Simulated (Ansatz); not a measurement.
Functionals compared on a constructed model of the (100) surface of fcc Pt, a pseudomorphic layer of Zn in the host's stacking (bottom of the slab: a bare face, its two planes held), in Ansatz (plane waves, PAW). The structure was relaxed with PBE; the other rows are single points on it. Cutoff 420 eV (500 eV for r2SCAN).

Set-up: 7 atoms, 11.8 Å thick at the start; mesh 13x13x1; 0.1 eV smearing; dipole correction on; 2 atoms held, the rest relaxed; start symmetry kept, larger cells not searched; no spin, no spin-orbit, no U. It is one candidate, not shown to be the stable structure of the face. These notes are the PBE run's.

| functional | work function of the top face (eV) | rough cost of the single point |
|---|---|---|
| PBE | 3.85 | – |
| RPBE | 3.69 | roughly 40 core-seconds |
| r2SCAN | 3.90 | roughly 100 core-seconds |

Ansatz is a program for electronic structure.
